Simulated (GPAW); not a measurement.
```xyz
6
Lattice="-1.7689 1.7689 5.1861 1.7689 -1.7689 5.1861 1.7689 1.7689 -5.1861" Properties=species:S:1:pos:R:3 pbc="T T T"
Y      0.0000     0.0000     5.1861
Co     0.0000     1.7689     2.5931
Co     1.7689     0.0000     2.5931
B      0.0000     0.0000     1.5089
B      0.0000     0.0000     8.8634
C      0.0000     0.0000     0.0000
```
Moments meant for the start (each program seeds them in its own way; μB, in the order of the atoms Y Co Co B B C): 0.0 3.0 3.0 0.0 0.0 0.0.

Method: LDA (Perdew-Wang 92), GPAW PAW datasets LDA (gpaw-data 1.0.1) (plane waves; GPAW 25.7.0).

The set-up and first iterations of a GPAW log for YCo₂B₂C (I4/mmm, 6 atoms in the cell):

```
Input parameters:
  convergence: {density: 1e-05}
  kpts: [7 7 7]
  maxiter: 150
  mode: {ecut: 900.0000000000001,
         name: pw}
  nbands: -12
  occupations: {fixmagmom: False,
                name: fermi-dirac,
                width: 0.1}
  spinpol: True
  symmetry: {symmorphic: False,
             tolerance: 0.0005}

species:
  Y:
    name: Yttrium
    Z: 39.0
    valence: 11
    core: 28
    charge: 0.0
    file: Y.LDA.gz

    # Using partial waves for Y as LCAO basis

  Co:
    name: Cobalt
    Z: 27.0
    valence: 9
    core: 18
    charge: 0.0
    file: Co.LDA.gz

    # Using partial waves for Co as LCAO basis

  B:
    name: Boron
    Z: 5.0
    valence: 3
    core: 2
    charge: 0.0
    file: B.LDA.gz

    # Using partial waves for B as LCAO basis

  C:
    name: Carbon
    Z: 6.0
    valence: 4
    core: 2
    charge: 0.0
    file: C.LDA.gz

    # Using partial waves for C as LCAO basis

Reference energy: -170008.450937  # eV

   [... lines left out ...]

Density mixing:
  Method: difference
  Backend: pulay
  Linear mixing parameter: 0.05
  old densities: 5
  Damping of long wavelength oscillations: 50

Hamiltonian:
  XC and Coulomb potentials evaluated on a 80*80*80 grid
  External potential:
    NoExternalPotential

Number of atoms: 6
Number of atomic orbitals: 43
Number of bands in calculation: 34
Number of valence electrons: 39
Bands to converge: occupied

Density initialized from atomic densities
  34 bands from LCAO basis set

Atomic positions and initial magnetic moments

Positions:
   0 Y      0.000000    0.000000    5.186130    ( 0.0000,  0.0000,  0.0000)
   1 Co     0.000000    1.768860    2.593065    ( 0.0000,  0.0000,  3.0000)
   2 Co     1.768860    0.000000    2.593065    ( 0.0000,  0.0000,  3.0000)
   3 B      0.000000   -0.000000    1.508853    ( 0.0000,  0.0000,  0.0000)
   4 B      0.000000   -0.000000    8.863407    ( 0.0000,  0.0000,  0.0000)
   5 C      0.000000    0.000000    0.000000    ( 0.0000,  0.0000,  0.0000)

Unit cell:
           periodic     x           y           z      points  spacing
  1. axis:    yes   -1.768860    1.768860    5.186130    40     0.0837
  2. axis:    yes    1.768860   -1.768860    5.186130    40     0.0837
  3. axis:    yes    1.768860    1.768860   -5.186130    40     0.0625

  Lengths:   5.757923   5.757923   5.757923
  Angles:  144.218314 144.218314  51.500962

Effective grid spacing dv^(1/3) = 0.1005
     iter     time        total  log10-change:  magmom
                         energy   eigst   dens
iter:   1 --:--:--   -53.378212                   +6.0144
iter:   2 --:--:--   -53.615431   -0.69  -1.06    +3.7673
iter:   3 --:--:--   -53.104545   -1.27  -1.12    -0.0141
iter:   4 --:--:--   -52.311831   -1.30  -1.28    +0.6786
iter:   5 --:--:--   -52.281652   -2.41  -1.63    +1.0437
```

Q: Will this run converge, and how will it end?

A: The run converged in 29 iterations. Its thresholds were met; that alone does not show that basis and mesh suffice. It ends on: free energy E − TS (from the program's reference atoms) -52.3461 eV; Fermi level (on the code's own zero) 9.25 eV; largest force (vector length) 0.071 eV/Å; size of the cell's spin moment 0.00 μB. The log goes on:

```
   [... 2 lines left out ...]
iter:   8 --:--:--   -52.172358   -2.47  -1.98    +1.7256
iter:   9 --:--:--   -52.302646   -2.51  -2.00    +0.7902
   [... lines left out ...]
iter:  18 --:--:--   -52.277032c  -6.14  -3.66    +0.0007
iter:  19 --:--:--   -52.277026c  -6.97  -3.74    +0.0005
iter:  20 --:--:--   -52.276979c  -6.58  -3.77    +0.0005
iter:  21 --:--:--   -52.276980c  -7.49c -4.08    +0.0004
iter:  22 --:--:--   -52.276983c  -7.47c -4.14    +0.0004
iter:  23 --:--:--   -52.276978c  -7.95c -4.41    +0.0004
iter:  24 --:--:--   -52.276993c  -7.81c -4.54    +0.0003
iter:  25 --:--:--   -52.276992c  -9.13c -4.80    +0.0003
iter:  26 --:--:--   -52.276991c  -8.80c -4.83    +0.0001
iter:  27 --:--:--   -52.276989c  -9.44c -4.95    +0.0000
iter:  28 --:--:--   -52.276984c  -8.81c -4.97    +0.0000
iter:  29 --:--:--   -52.276985c  -9.10c -5.16c   +0.0000
Converged after 29 iterations.

Dipole moment: (0.000000, -0.000000, -0.000000) |e|*Ang

Total magnetic moment: (0.000000, 0.000000, 0.000007)
Local magnetic moments:
   0 Y  ( 0.000000,  0.000000, -0.000000)
   1 Co ( 0.000000,  0.000000,  0.000004)
   2 Co ( 0.000000,  0.000000,  0.000004)
   3 B  ( 0.000000,  0.000000, -0.000000)
   4 B  ( 0.000000,  0.000000, -0.000000)
   5 C  ( 0.000000,  0.000000,  0.000000)

Energy contributions relative to reference atoms: (reference = -170008.450937)

Kinetic:        +33.902762
Potential:      -29.516965
External:        +0.000000
XC:             -56.294063
Entropy (-ST):   -0.138176
Local:           -0.299631
SIC:             +0.000000
--------------------------
Free energy:    -52.346073
Extrapolated:   -52.276985

Spin contamination: 0.000002 electrons
Showing only first 2 kpts
                      Up                     Down
 Kpt  Band  Eigenvalues  Occupancy  Eigenvalues  Occupancy
   [... lines left out ...]
Fermi level: 9.24887
No gap
   [... lines left out ...]
Energy (eV): -52.276985

Forces in eV/Ang:
  0 Y     0.00000    0.00000   -0.00000
  1 Co    0.00000   -0.00000    0.00000
  2 Co    0.00000   -0.00000    0.00000
  3 B    -0.00000   -0.00000    0.07133
  4 B    -0.00000   -0.00000   -0.07133
  5 C    -0.00000    0.00000   -0.00000

Stress tensor:
     0.080556     0.000000    -0.000000
     0.000000     0.080556     0.000000
    -0.000000     0.000000     0.070079
Stress (GPa, Voigt): [12.9065 12.9065 11.2279  0.     -0.      0.    ]
```

For comparison: a first run (DFT PBEsol, plane waves, GPAW PAW datasets PBEsol (made by gpaw-setup)) was changed to give this one (xc: PBEsol → LDA; potentials: GPAW PAW datasets LDA (gpaw-data 1.0.1)), and from it to this one the largest force goes from 0.096 to 0.071 eV/Å.

The starting cell comes from a database of computed structures (which also holds hypothetical and non-ambient phases and stackings), without a prior relaxation at this level. The starting moments vanished: the run ended non-magnetic, which need not be the lowest state.

The run was DFT LDA (Perdew-Wang 92), plane waves, GPAW PAW datasets LDA (gpaw-data 1.0.1). Main settings of its input:

spinpol: true
mode: pw
ecut: 900 eV
xc: LDA
kpts: 7 7 7
mesh shift (steps): 0 0 0
occupations.name: fermi-dirac
occupations.width: 0.1 eV
nbands: -12
convergence.density: 1e-05 e/electron
symmetry.symmorphic: false
symmetry.tolerance: 0.0005
